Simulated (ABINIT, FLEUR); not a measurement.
A FLEUR input for a self-consistent single point of MgZnCu (Imma, 6 atoms in the cell) (DFT, LDA (Perdew-Zunger), all-electron FLAPW (FLEUR), scalar-relativistic valence):

Input of the input generator:

```
MgZnCu
&input film=f /
-0.4986536974 0.5047443708 0.7046826309
0.4986536974 -0.5047443708 0.7046826309
0.4986536974 0.5047443708 -0.7046826309
9.6067521869
1.0 1.0 1.0

6
12 0.1231500000 0.8731500000 0.2500000000
12 0.8768500000 0.1268500000 0.7500000000
30 0.5000000000 0.5000000000 0.5000000000
30 0.5000000000 -0.0000000000 -0.0000000000
29 0.5000000000 0.5000000000 -0.0000000000
29 0.0000000000 0.5000000000 0.5000000000

&comp jspins=1 /
&exco xctyp='pz' /
&kpt div1=5 div2=5 div3=5 /
&end /
```

```xml
<?xml version="1.0" encoding="UTF-8" standalone="no"?>
<fleurInput fleurInputVersion="0.39">
   <comment>
      MgZnCu                                                                                              
   </comment>
   <calculationSetup>
      <cutoffs Kmax="3.8" Gmax="15.2" GmaxXC="15.2" numbands="0"/>
      <scfLoop itmax="80" minDistance="0.00001" maxIterBroyd="25" imix="Anderson" alpha="0.05" precondParam="0.0" spinf="2.0"/>
      <coreElectrons ctail="T" frcor="F" kcrel="0" coretail_lmax="0"/>
      <xcFunctional name="pz" relativisticCorrections="F"/>
      <magnetism jspins="1"/>
      <soc l_soc="F" theta="0.0" phi="0.0" spav="F"/>
      <expertModes spex="0" secvar="F"/>
      <geometryOptimization l_f="T" forcealpha="1.0" forcemix="BFGS" epsdisp="0.00001" epsforce="0.00001"/>
      <ldaU l_linMix="F" mixParam="0.05" spinf="1.0"/>
   </calculationSetup>
   <cell>
      <bzIntegration valenceElectrons="66.0" mode="hist" fermiSmearingEnergy="0.00367493">
         <kPointListSelection listName="default-1"/>
         <!-- k-points included here -->
         <xi:include xmlns:xi="http://www.w3.org/2001/XInclude" href="kpts.xml"> </xi:include>
      </bzIntegration>
      <!-- symmetry operations included here -->
      <xi:include xmlns:xi="http://www.w3.org/2001/XInclude" href="sym.xml"> </xi:include>
      <bulkLattice scale="1.0">
         <bravaisMatrix>
            <row-1>   -4.7904424980032205     4.8489540880083641     6.7697114054690211</row-1>
            <row-2>    4.7904424980032205    -4.8489540880083641     6.7697114054690211</row-2>
            <row-3>    4.7904424980032205     4.8489540880083641    -6.7697114054690211</row-3>
         </bravaisMatrix>
      </bulkLattice>
   </cell>
   <atomSpecies>
      <species name="Magnesium (Mg)" element="Mg" atomicNumber="12">
         <mtSphere radius="2.68" gridPoints="925" logIncrement="0.013"/>
         <atomicCutoffs lmax="10" lnonsphr="8"/>
         <electronConfig flipSpins="F">
            <coreConfig>(1s1/2)</coreConfig>
            <valenceConfig>(2s1/2) (2p1/2) (2p3/2) (3s1/2)</valenceConfig>
         </electronConfig>
         <energyParameters s="3" p="3" d="3" f="4"/>
         <lo type="SCLO" l="0" n="2" eDeriv="0"/>
         <lo type="SCLO" l="1" n="2" eDeriv="0"/>
      </species>
      <species name="Zinc (Zn)" element="Zn" atomicNumber="30">
         <mtSphere radius="2.24" gridPoints="773" logIncrement="0.016"/>
         <atomicCutoffs lmax="8" lnonsphr="6"/>
         <electronConfig flipSpins="F">
            <coreConfig>(1s1/2) (2s1/2) (2p1/2) (2p3/2) (3s1/2) (3p1/2) (3p3/2)</coreConfig>
            <valenceConfig>(4s1/2) (3d3/2) (3d5/2)</valenceConfig>
         </electronConfig>
         <energyParameters s="4" p="4" d="3" f="4"/>
      </species>
      <species name="Copper (Cu)" element="Cu" atomicNumber="29">
         <mtSphere radius="2.25" gridPoints="777" logIncrement="0.016"/>
         <atomicCutoffs lmax="8" lnonsphr="6"/>
         <electronConfig flipSpins="F">
            <coreConfig>(1s1/2) (2s1/2) (2p1/2) (2p3/2) (3s1/2) (3p1/2) (3p3/2)</coreConfig>
            <valenceConfig>(4s1/2) (3d3/2) (3d5/2)</valenceConfig>
            <stateOccupation state="(4s1/2)" spinUp="0.5" spinDown="0.5"/>
         </electronConfig>
         <energyParameters s="4" p="4" d="3" f="4"/>
      </species>
   </atomSpecies>
   <atomGroups>
      <atomGroup species="Magnesium (Mg)">
         <relPos label="                   1">.1231500000 -.1268500000 1.000/4.000</relPos>
         <relPos label="                   2">-.1231500000 .1268500000 -1.000/4.000</relPos>
         <force calculate="T" relaxXYZ="TTT"/>
      </atomGroup>
      <atomGroup species="Zinc (Zn)">
         <relPos label="                   3">1.000/2.000 1.000/2.000 1.000/2.000</relPos>
         <relPos label="                   4">1.000/2.000 .0000000000 .0000000000</relPos>
         <force calculate="T" relaxXYZ="TTT"/>
      </atomGroup>
      <atomGroup species="Copper (Cu)">
         <relPos label="                   5">1.000/2.000 1.000/2.000 .0000000000</relPos>
         <relPos label="                   6">.0000000000 1.000/2.000 1.000/2.000</relPos>
         <force calculate="T" relaxXYZ="TTT"/>
      </atomGroup>
   </atomGroups>
   <output dos="F" band="F" slice="F">
      <checks vchk="F" cdinf="F"/>
      <bandDOS minEnergy="-.5*Htr" maxEnergy="0.5*Htr" sigma="0.015" storeEVData="T"/>
      <vacuumDOS vacdos="F" integ="F" star="F" nstars="0" locx1="0.0" locy1="0.0" locx2="0.0" locy2="0.0" nstm="0" tworkf="0.0"/>
      <unfoldingBand unfoldBand="F" supercellX="1" supercellY="1" supercellZ="1"/>
      <plotting iplot="0" polar="F">
         <plot TwoD="T" vec1="  1.0  0.0  0.0" vec2="  0.0  1.0  0.0" vec3="  0.0  0.0  1.0" zero="  0.0  0.0  0.0" file="plot"/>
      </plotting>
      <chargeDensitySlicing numkpt="0" minEigenval="0.0" maxEigenval="0.0" nnne="0" pallst="F"/>
      <specialOutput eonly="F"/>
      <magneticCircularDichroism mcd="F" energyLo="-10.0" energyUp="0.0"/>
   </output>
  <!-- We include the file relax.xml here to enable relaxations (see documentation) -->
  <xi:include xmlns:xi="http://www.w3.org/2001/XInclude" href="relax.xml"> <xi:fallback/> </xi:include>
</fleurInput>
```

Q: Give the ABINIT input for the same structure, mesh, smearing and functional.

A: One input that does it (others would too):

```
# MgZnCu, JTH v2.0 LDA PAW
pp_dirpath "./"
pseudos "Mg.LDA_PW-JTH.xml, Zn.LDA_PW-JTH.xml, Cu.LDA_PW-JTH.xml"
acell 9.6067521869 9.6067521869 9.6067521869
rprim
        -0.4986536974    0.5047443708    0.7046826309
         0.4986536974   -0.5047443708    0.7046826309
         0.4986536974    0.5047443708   -0.7046826309
natom 6
ntypat 3
znucl 12 30 29
typat 1 1 2 2 3 3
xred
         0.1231500000    0.8731500000    0.2500000000
         0.8768500000    0.1268500000    0.7500000000
         0.5000000000    0.5000000000    0.5000000000
         0.5000000000    0.0000000000    0.0000000000
         0.5000000000    0.5000000000    0.0000000000
         0.0000000000    0.5000000000    0.5000000000
ecut 816 eV
pawecutdg 1633 eV
pawxcdev 0
ixc 7
occopt 3
tsmear 0.1 eV
nband 52
kptopt 1
ngkpt 5 5 5
nshiftk 1
shiftk 0 0 0
nstep 60
toldfe 1.0e-09
prtwf 0
prtden 0
```

Basis, cutoffs, solver keys and any potentials are the target program's own. This input uses DFT, LDA (PW92), plane waves, PAW (JTH v2.0 LDA PAW). LDA parametrisations can differ slightly between programs.

The starting cell comes from a database of computed structures (which also holds hypothetical and non-ambient phases and stackings), without a prior relaxation at this level. Its lattice was rescaled by a random factor within 2.5 % of one.
